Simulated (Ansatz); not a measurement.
Start from HfO2 (space group P4_2/nmc, No. 137; a = 3.568 Å, c = 5.167 Å).

Perturbation: a hydrostatic pressure of 3 GPa.

Levels (all Ansatz, a first-principles code, PAW, earlier PAW set): PBEsol (420 eV, no spin-orbit coupling); r2SCAN (500 eV, without spin-orbit coupling).

The geometry is relaxed with PBEsol.

PBEsol band gap: 4.53 eV
PBEsol smallest direct gap: 4.66 eV
PBEsol pressure: 3.00 GPa

Task: Predict the band gap, smallest direct gap and pressure from r2SCAN.

Result: The band gap grows by 0.66 eV (4.53 eV → 5.19 eV); the smallest direct gap goes up by 0.667 eV, from 4.66 eV to 5.32 eV; the pressure increases by 2.31 GPa, from 3.00 GPa to 5.31 GPa.

Single points use the geometry relaxed with PBEsol. Their cutoffs differ, which shifts pressures a little. With Hf present, leaving out spin-orbit coupling can change the band edges. Load acts through the strain it causes; cell and atoms are relaxed under it. Stability against distortions was not tested. This is not the structure that HfO2 has at room temperature and ambient pressure.
